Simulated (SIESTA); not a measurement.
**Convergence study of the k-point mesh for a (001) slab of Mg (cut from a parent of space group no. 166; 9 atoms in the cell)**

```xyz
9
Lattice="3.1758 0.0000 0.0000 -1.5879 2.7504 0.0000 0.0000 0.0000 34.4847" Properties=species:S:1:pos:R:3 pbc="T T T"
Mg     0.0000     0.0000    24.9191
Mg     0.0000     1.8336    22.3535
Mg     0.0000     0.0000    19.8079
Mg     1.5879     0.9168     9.5656
Mg     0.0000     0.0000     7.0000
Mg     1.5879     0.9168    27.4847
Mg     0.0000     1.8336    17.2423
Mg     1.5879     0.9168    14.6767
Mg     0.0000     1.8336    12.1311
```

Computed with SIESTA 5.4.2 with GGA PBEsol, numerical atomic orbitals DZP, PseudoDojo PBEsol standard norm-conserving potentials (rewritten from UPF to PSML).

Base settings: XC.functional = GGA; XC.authors = PBEsol; potentials = PseudoDojo PBEsol standard; PAO.BasisSize = DZP; PAO.EnergyShift = 0.01 Ry; MeshCutoff = 300 Ry; kgrid.MonkhorstPack = 11 11 1; OccupationFunction = MP; OccupationMPOrder = 0; ElectronicTemperature = 100 meV.

Only quantities that move along the ladder and can be compared are tabulated.

The starting cell comes from a database of computed structures (which also holds hypothetical and non-ambient phases and stackings), without a prior relaxation at this level. The slab is cut from that crystal, and its faces are unrelaxed. Its lattice was rescaled by up to half a per cent. Values carry the incompleteness of an atom-centred basis.

Steps (kgrid.MonkhorstPack): 2 2 1; 3 3 1; 4 4 1; 5 5 1; 6 6 1; 7 7 1; 9 9 1; 10 10 1; 11 11 1; 12 12 1; 14 14 1; 16 16 1; 19 19 1; 22 22 1; 26 26 1; 31 31 1.

Problem. What is the coarsest kgrid.MonkhorstPack that holds the free energy within 2 meV/atom of the last step, with all finer ones?

Solution. 16 16 1; the step before is off by 3.2 meV/atom.

Problem. What is the coarsest kgrid.MonkhorstPack that holds the forces within 0.005 eV/Å?

Solution. Not settled: the last two steps still differ by 0.011 eV/Å, over half the tolerance, so the ladder does not show it.

```tsv
kgrid.MonkhorstPack	free energy less the last step's (meV/atom)	largest difference of a force vector from the last step's (eV/Å)
2 2 1	385.19	1.280
3 3 1	156.99	0.201
4 4 1	-80.35	0.170
5 5 1	-5.04	0.137
6 6 1	32.86	0.143
7 7 1	-9.06	0.075
9 9 1	4.90	0.044
10 10 1	2.93	0.046
11 11 1	-2.69	0.030
12 12 1	0.55	0.021
14 14 1	-3.19	0.027
16 16 1	1.05	0.017
19 19 1	1.08	0.013
22 22 1	-0.16	0.010
26 26 1	0.53	0.011
31 31 1	0.00	0.000
```
